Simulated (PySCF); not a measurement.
PySCF 2.14.0, MP2 (frozen core)/def2-svp: CN1CN=CO[Si@@H]1O, 16 atoms. The geometry is a generated start, not checked to be a minimum at this level.

- task: mp2
- basis: def2-svp
- two-electron scheme: exact four-centre integrals
- frozen core: true
- mf.init_guess: minao (default)
- mf.DIIS: CDIIS (default)
- mf.diis_space: 8 (default)
- mf.conv_tol: 1e-09 (default)
- basis functions (reference run): 156

On 4 threads, 1 BLAS thread. Build: conda-forge: OpenMP (GNU), OpenBLAS with its own threads, libcint, Libxc. Single runs; times are not shown.

Values of mol.max_memory tried: 8000 MB, 4000 MB, 2000 MB, 1000 MB, 500 MB, 300 MB, 200 MB.

Problem. What happens as the memory setting falls?

Solution. It runs down to 200 MB, the lowest tried, with the same result. At 8000 MB: SCF integrals in memory, transformation in memory. From 1000 MB down: SCF integrals in memory, transformation through a file. From 500 MB down: direct SCF, transformation through a file.

| mol.max_memory | path | peak memory |
|---|---|---|
| 8000 MB | SCF integrals in memory, transformation in memory | 0.99 GiB |
| 4000 MB | SCF integrals in memory, transformation in memory | 0.99 GiB |
| 2000 MB | SCF integrals in memory, transformation in memory | 0.99 GiB |
| 1000 MB | SCF integrals in memory, transformation through a file | 1.3 GiB |
| 500 MB | direct SCF, transformation through a file | 0.72 GiB |
| 300 MB | direct SCF, transformation through a file | 0.72 GiB |
| 200 MB | direct SCF, transformation through a file | 0.72 GiB |

Peak memory is the kernel's count for the largest process, libraries included and scratch files not. The peak passes the setting at 1000 MB, 500 MB, 300 MB, 200 MB: it is no hard cap. MP2's transformation through a file may take 2000 MB even at lower settings.
